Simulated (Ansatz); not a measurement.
The reference is YbSi2 in the fluorite structure (space group Fm-3m, No. 225; a hypothetical phase, not in the database extracts checked; relaxed with 0.1 eV smearing).

```
YbSi2
1.0
    0.00000     3.21781     3.21781
    3.21781     0.00000     3.21781
    3.21781     3.21781     0.00000
Yb Si
1 2
Cartesian
  0.00000   0.00000   0.00000
  1.60891   1.60891   1.60891
  4.82672   4.82672   4.82672
```

Method: Ansatz (an electronic-structure program) r2SCAN, no spin-orbit coupling.

Base values:

- Pressure = 0.0 GPa
- Band gap = zero

The change: the cell is scaled by 0.9905 in all directions, atoms relaxed at fixed cell.

Estimate the effect on the energy relative to the base.

The energy goes up by 3.1 meV/atom.

What happens to the pressure?

The pressure goes from zero to 1.6 GPa.

Predict the new band gap.

The band gap is still zero.

The state of the 4f shell was not checked for lower solutions. The cells carry an imposed strain or load. Stability against distortions was not tested. Seeded moments were not kept for the base. All final runs are without spin polarisation.
